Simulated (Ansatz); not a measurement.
Step by step: reaction energy

Consider the reaction energy. Reaction: Sn (white tin) + 2 H2 (gas) → SnH4 (gas). Negative: the products are lower in energy.

Ansatz (a program for electronic structure) with PAW potentials; structures come from PBE relaxations, nuclei static, no net charge. Ansatz runs with its PAW set soft_1. A dispersion term (D3(BJ), or D4 for r2SCAN) was computed beside these levels and is taken off wherever the name lacks it. The runs are scalar-relativistic, without spin-orbit coupling.

Total energies of the cells in eV, at zero smearing width. They compare only within one column; the weights balance every element.

```csv
cell,atoms,weight,PBE
Sn (white tin),2,−1,-12048.49725
SnH4 (gas),5,+2,-6086.45077
H2 (gas),2,−4,-31.74397
```

PBE: − (-12048.49725) + 2 × (-6086.45077) − 4 × (-31.74397) = 2.572 eV; dividing by 2 gives 1.29 eV.

What follows from the PBE value: Per mole of the reaction as written, 1.286 eV × 96.485 = 124.1 kJ.
